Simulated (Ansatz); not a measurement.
The parent structure is CaO in the zinc blende structure (space group F-43m, No. 216; a = 5.244 Å; a hypothetical phase, not in the database extracts checked). Axes: x, y, z lie along the cube axes.

It is then changed as follows: biaxial strain −0.81 %, plane normal [111], relaxed out of plane (Cartesian); in-plane vectors clamped, the third vector and the atoms free.

Method: DFT with PBE, PAW potentials and a 420 eV plane-wave cutoff in Ansatz (an electronic-structure program), without spin-orbit coupling.

Give the band edges at the high-symmetry points of the new zone, measured from its valence-band maximum.


| point | valence edge (eV) | conduction edge (eV) |
|---|---|---|
| Γ | -0.60 | 3.30 |
| T | -0.34 | 6.09 |
| H₂ | -0.01 | 4.95 |
| H₀ | -0.01 | 4.95 |
| L | -0.36 | 6.11 |
| S₀ | -0.12 | 5.01 |
| S₂ | -0.12 | 5.01 |
| F | 0.00 | 4.92 |

The gap is 3.30 eV, indirect, F → Γ.

No phonon test of stability was made. k-point labels follow each cell's own Brillouin zone.
